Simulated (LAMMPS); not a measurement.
Consider a symmetric tilt boundary about [1-10] in Si (diamond structure), boundary plane (332) in molecular dynamics.

Model: classical MD, pair style tersoff/mod, file Si.tersoff.mod, run in LAMMPS.

Σ11, energy 0.72 J/m² at 0 K; heated in steps, 60 ps sampled at each, free outer surfaces; steps at which the grains lost their order are left out.

```csv
T (K),disordered width (Å),disordered share in the grains
844,1.4,0.00
1181,2.1,0.00
1350,2.2,0.00
1518,…,0.01
1636,…,0.03
```

Question: What belongs in the gaps?

Answer: 
- 1636, disordered width (Å): 3.1
- 1518, disordered width (Å): 2.8
